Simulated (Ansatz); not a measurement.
The parent structure is TiAl (space group P4/mmm, No. 123; a = 2.824 Å, c = 4.075 Å; relaxed with 0.1 eV smearing).

Calculations: Ansatz (an electronic-structure program) PBE, spin-orbit coupling left out.

Before the change:

The pressure is 0.0 GPa.

It is then changed as follows: every lattice vector is stretched by 1.00 %; the atoms relax in the strained cell.

Problem. How does this affect the energy relative to the base?

Solution. The energy goes up by 5.0 meV/atom.

Problem. What does the calculation give for the pressure after the change?

Solution. The pressure (mean of the normal stresses, compression positive) goes from zero to -3.2 GPa.

Whether these cells are dynamically stable was not tested. All final runs are without spin polarisation.
